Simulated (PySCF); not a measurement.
PySCF 2.14.0, TPSS/def2-svp, df: C/N=C(\C)O[SiH2][SiH3], 18 atoms. The geometry is a generated start, not checked to be a minimum at this level.

task: energy and gradient
method: tpss
basis: def2-svp
two-electron scheme: density fitting
mol.max_memory: 7000 MB
mf.init_guess: minao (default)
mf.DIIS: CDIIS (default)
mf.diis_space: 8 (default)
mf.conv_tol: 1e-09 (default)
basis functions (reference run): 161
grid points (reference run): 1429944

```xyz
18

C     -1.4451     1.1982    -1.5322
N     -0.4628     0.7668    -0.5481
C     -0.8521    -0.0558     0.3614
C     -2.2297    -0.6341     0.5195
O     -0.0179    -0.5234     1.3218
Si     1.5723    -0.0912     1.5241
Si     2.8768    -0.6020    -0.3135
H     -2.2716     1.7424    -1.0644
H     -0.9628     1.8819    -2.2379
H     -1.8341     0.3545    -2.1111
H     -2.9557     0.1710     0.6595
H     -2.2771    -1.2929     1.3918
H     -2.4885    -1.2190    -0.3669
H      2.0924    -0.8425     2.6996
H      1.6624     1.3500     1.8865
H      2.5643     0.2250    -1.5109
H      2.7122    -2.0361    -0.6852
H      4.3171    -0.3928     0.0058
```

The reference run has mf.grids.level = 8; it is not itself proven converged. Single runs; times are not shown.

Measured:

```json
[
 {"setting": "the reference", "grid points": "1429944", "energy against the reference": "—", "difference in forces (largest component)": "—"},
 {"setting": "mf.grids.level = 6", "grid points": "822632", "energy against the reference": "under 0.001 meV/atom", "difference in forces (largest component)": "0.078 meV/Å"},
 {"setting": "mf.grids.level = 5", "grid points": "560072", "energy against the reference": "under 0.001 meV/atom", "difference in forces (largest component)": "0.21 meV/Å"},
 {"setting": "mf.grids.level = 4", "grid points": "372584", "energy against the reference": "+0.0023 meV/atom", "difference in forces (largest component)": "1.00 meV/Å"},
 {"setting": "mf.grids.level = 3 (default)", "grid points": "216592", "energy against the reference": "−0.0030 meV/atom", "difference in forces (largest component)": "3.2 meV/Å"},
 {"setting": "mf.grids.level = 2", "grid points": "138768", "energy against the reference": "+0.024 meV/atom", "difference in forces (largest component)": "3.8 meV/Å"},
 {"setting": "mf.grids.level = 0", "grid points": "15480", "energy against the reference": "+200 meV/atom", "difference in forces (largest component)": "420 meV/Å"}
]
```

Q: Estimate the difference from the reference for mf.grids.level = 1.

A: grid points: 65856; energy against the reference: −0.083 meV/atom; difference in forces (largest component): 19 meV/Å. Total energies are compared; such shifts often cancel in part in energy differences. The gradients leave out the derivatives of the grid weights.
